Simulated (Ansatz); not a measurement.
The starting structures come from a database of crystals and need not be the phases stable at ambient conditions.

Tunnelling through a barrier is set by its complex band structure: the current falls as exp(−2κd) with the smallest κ.

```
CELL_PARAMETERS angstrom
      3.69814     0.00000     0.00000
      0.00000    16.33783     0.00000
      1.84907     0.00000     3.20268
ATOMIC_POSITIONS crystal
  Y  0.66667 0.58872 0.66667
  Y  0.33333 0.41128 0.33333
  Y  0.33333 0.08872 0.33333
  Y  0.66667 0.91128 0.66667
  C  0.00000 0.75000 0.00000
  C  0.00000 0.25000 0.00000
  N  0.00000 0.32508 0.00000
  N  0.00000 0.67492 0.00000
  N  0.00000 0.82508 0.00000
  N  0.00000 0.17492 0.00000
  O  0.66667 0.05166 0.66667
  O  0.33333 0.94834 0.33333
  O  0.33333 0.55166 0.33333
  O  0.66667 0.44834 0.66667
```

Space group of this cell: P6_3/mmc. The cell is taken as given; by r2SCAN its mean pressure is 0.9 GPa.

Transport runs along the normal of the first two printed cell vectors, the (100) plane of the conventional cell.

The gap is the functional's own, uncorrected, and κ follows it; spin-orbit coupling is left out. Mid-gap values are interpolated between the computed energies.

**Question.** Give the band gap and the smallest decay constant κ at mid-gap that r2SCAN (Ansatz, an electronic-structure program) yields.

**Answer.** Gap 4.38 eV on a 10×2×10 mesh; κ = 0.472 1/Å, at the zone centre.
